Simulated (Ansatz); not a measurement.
Habitual settings against a tight run: HfSiO4 (I4_1/amd, 12 atoms in the cell)

Self-consistent single point.

```
CELL_PARAMETERS angstrom
     -3.30259     3.30259     3.00581
      3.30259    -3.30259     3.00581
      3.30259     3.30259    -3.00581
ATOMIC_POSITIONS crystal
  Hf 0.00000 0.00000 0.00000
  Hf 0.75000 0.25000 0.50000
  Si 0.25000 0.75000 0.50000
  Si 0.50000 0.50000 0.00000
  O  0.13409 0.31920 0.81489
  O  0.06920 0.75431 0.68511
  O  0.50431 0.31920 0.18511
  O  0.06920 0.38409 0.31489
  O  0.61591 0.93080 0.68511
  O  0.68080 0.86591 0.18511
  O  0.24569 0.93080 0.31489
  O  0.68080 0.49569 0.81489
```

Level of theory: PBE, PAW files (plane waves; Ansatz, a first-principles code).

Base settings: basis.ecutwfc = 420 eV; kpoints.mp_grid.grid = 5 5 5; hamiltonian.xc = pbe; hamiltonian.pseudopotentials = {kind: paw} (the program's default PAW files); scf.occupations.method = gaussian; scf.occupations.width = 0.01 eV.

Tight run (finer mesh or higher cutoff; not a proven limit): basis.ecutwfc: 420 eV → 590 eV; kpoints.mp_grid.grid: 5 5 5 → 7 7 7; scf.convergence.dr2_threshold: default (1e-07 eV) → 1e-09 eV. It gave top of the valence band (on the code's own zero) 9.19 eV; gap on the k-point mesh 5.39 eV; pressure 2.51 GPa; largest force (vector length) 0.110 eV/Å.

Quick runs, as changes from the base:
- A: the base itself
- B: kpoints.mp_grid.grid: 5 5 5 → 4 4 4; scf.occupations.width: 0.01 eV → 0.272 eV; kpoints.mp_grid.shift: default → 0.5 0.5 0.5
- C: basis.ecutwfc: 420 eV → 210 eV; kpoints.mp_grid.grid: 5 5 5 → 2 2 2
- D: basis.ecutwfc: 420 eV → 335 eV; kpoints.mp_grid.grid: 5 5 5 → 6 6 6; scf.occupations.method: gaussian → methfessel_paxton; scf.occupations.width: 0.01 eV → 0.272 eV
- E: basis.ecutwfc: 420 eV → 250 eV; kpoints.mp_grid.grid: 5 5 5 → 3 3 3; scf.occupations.width: 0.01 eV → 0.272 eV

Gaps are read on each run's own mesh, which may miss the band edges.

The count of work is k-points × plane waves × bands × iterations; it is no time. 

Pressures in the table are Ansatz's without its Pulay estimate, at a fixed set of plane waves; the tight run's value above holds the estimate.

The starting cell comes from a database of computed structures (which also holds hypothetical and non-ambient phases and stackings), without a prior relaxation at this level. Its lattice was rescaled by a random factor within 2.5 % of one. Spin-orbit coupling is off.

| run | energy less tight (meV/atom) | pressure less tight (GPa) | largest miss in a force vector (eV/Å) | gap on the mesh less tight (eV) | count of work / tight |
|---|---|---|---|---|---|
| A | 2.9 | -0.39 | 0.002 | 0.008 | 0.24 |
| B | 2.9 | -0.39 | 0.002 | 0.031 | 0.15 |
| C | 3464.3 | -187.70 | 0.435 | 0.076 | 0.017 |
| D | 75.6 | -8.59 | 0.039 | 0.002 | 0.29 |
| E | 1116.3 | -80.14 | 0.035 | -0.044 | 0.034 |

Among the runs at the tight run's level, the energy misses run from 2.9 to 3464.3 meV/atom.

Left out of this page: 1 run of the series outside the window shown, repeating another row's setting, or not comparable.

Keys are those of Ansatz 0.2.
